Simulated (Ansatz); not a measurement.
For WC (model structure, started from the NbAs type, I4₁md, No. 109, 4 atoms in the cell), PBEsol (Ansatz, a quantum-chemistry and plane-wave program, PAW) gives:

```
Quantity                           Value
------------------------------  --------
equilibrium lattice constant a   2.863 Å
c axis length                   10.037 Å
```

Q: What does PBE-D3(BJ) (Ansatz, PAW) give for the same quantities?

A: 
- lattice constant a: 2.867 Å (rises by 0.1 %)
- lattice parameter c: 10.051 Å (increases by 0.1 %)

Changes are worked out from the printed values.

Unless a cell is named, each level is at its own relaxed cell (PBEsol 10.28, PBE-D3(BJ) 10.33 Å³/atom).

Levels without +SOC leave out spin–orbit coupling, which shifts energies and cells of such heavy elements.

Ansatz's density-functional and Hartree–Fock values are scalar-relativistic unless marked +SOC, with PAW data made under PBE.

A model structure was made by putting elements into a prototype or built by hand; it is no filed structure, need not be a known phase, and can be a saddle point held by its symmetry.
